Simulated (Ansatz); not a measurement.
Defect: Bi-vacancy pair (Bi on one host Sn site, one Sn site vacant) in beta tin, neutral cell. The step: Bi and the vacancy change places (Bi-vacancy distance between ideal sites 3.08 Å throughout) (strongly reconstructed ends); the atom moves 2.14 Å along (0.00, -0.34, -0.23) of the unit cell; the moving atom starts with neighbours Sn at 3.14, Sn at 3.16, Sn at 3.17, Sn at 3.26, Sn at 3.29, Sn at 3.57 Å and ends with Sn at 3.14, Sn at 3.16, Sn at 3.17, Sn at 3.26, Sn at 3.29, Sn at 3.57 Å. DFT values are from Ansatz (plane-wave PAW, 420 eV unless said) in a cell of 48 host sites, spin-restricted, static, with no finite-size correction. Forms of the defect that were not tried may lie lower. For the PBE band: the saddle point's order was not checked.

```json
[
 {"Level": "PBE, a 2×2×2 k-point mesh shifted by half a step, band relaxed", "Forward barrier (eV)": "0.21", "Cost of the band or of the saddle's single point": "around 3 core-hours (rough)"},
 {"Level": "PBE, a 3×3×3 k-point mesh shifted by half a step, same geometries", "Forward barrier (eV)": "0.28", "Cost of the band or of the saddle's single point": "around 20 core-minutes (rough)"},
 {"Level": "r2SCAN at 500 eV, a 2×2×2 k-point mesh shifted by half a step, same geometries", "Forward barrier (eV)": "0.41", "Cost of the band or of the saddle's single point": "around 12 core-minutes (rough)"}
]
```

Ansatz is a program for electronic structure.
